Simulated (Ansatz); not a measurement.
Rutile MgH₂, treated with PBE (Ansatz, an electronic-structure program, plane waves, PAW).

Numerical settings: plane-wave cutoff 520 eV, 8×8×12 k mesh (along the axes of the cell as run), Fermi–Dirac smearing 0.01 eV, scalar-relativistic PAW data made under PBE.

Cell (relaxed at this level):

```xyz
6
Lattice="4.5176 0.0000 0.0000 0.0000 4.5176 0.0000 0.0000 0.0000 3.0128" Properties=species:S:1:pos:R:3 pbc="T T T"
Mg     0.0000     0.0000     0.0000
Mg     2.2588     2.2588     1.5064
H      1.3754     1.3754     0.0000
H      3.6342     0.8835     1.5064
H      0.8835     3.6342     1.5064
H      3.1423     3.1423     0.0000
```

What does this level give for the direct gap at Γ, pressure derivative B′ of the bulk modulus, band gap and bulk modulus B0?


direct gap at Γ: 5.18 eV
pressure derivative B′ of the bulk modulus: 3.6
band gap: 3.72 eV (indirect)
bulk modulus B0: 48.4 GPa

Measured, for comparison: bulk modulus 49 ± 2 GPa (room temperature, not corrected to a static lattice, measured on MgD2; as tabulated in abstract on rutile-type MgD2 by neutron diffraction to 9.3 GPa, listed at scite). Computed (rounded) less measured: bulk modulus -1 % (inside the measured uncertainty).

Note: the bulk modulus comes from volumes at which shape and atoms were relaxed.

Computed values are for the static lattice.

Cost on a shared machine: very roughly 2.6 core-minutes.
